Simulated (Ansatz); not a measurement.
## Pressure series in Fe2B

Start from Fe2B (space group I4/mcm, No. 140; ferromagnetic).

```
CELL_PARAMETERS angstrom
     -2.49166     2.49166     2.07779
      2.49166    -2.49166     2.07779
      2.49166     2.49166    -2.07779
ATOMIC_POSITIONS crystal
  Fe 0.66542 0.16542 0.83083
  Fe 0.33458 0.83458 0.16917
  Fe 0.16542 0.33458 0.50000
  Fe 0.83458 0.66542 0.50000
  B  0.25000 0.25000 0.00000
  B  0.75000 0.75000 0.00000
```

Cell and atoms are relaxed at each pressure.

Method: PBEsol in Ansatz (plane waves to 420 eV, PAW, no spin-orbit coupling).

Two rows of this table had their results exchanged by mistake.

```tsv
pressure	volume per atom (Å³)	shortest distance (Å)	band gap
pressure −2 GPa	8.67	2.085	zero
pressure −1 GPa	8.64	2.081	zero
pressure 0.3 GPa	8.59	2.077	zero
pressure 0.7 GPa	8.58	2.075	zero
pressure 1.5 GPa	8.55	2.073	zero
pressure 3 GPa	8.50	2.067	zero
pressure 5 GPa	8.28	2.045	zero
pressure 7.5 GPa	8.36	2.053	zero
pressure 10 GPa	8.43	2.061	zero
```

Task: Which two?

Result: The rows for pressure 5 GPa and pressure 10 GPa: the volume has to fall steadily with pressure, so 8.43 Å³ belongs to pressure 5 GPa and 8.28 Å³ to pressure 10 GPa.

Other magnetic orders, which the real material may have, were not ruled out. Load acts through the strain it causes; cell and atoms are relaxed under it. No phonon test of stability was made. No other phases were tried under pressure.

Ansatz is a program for electronic structure.
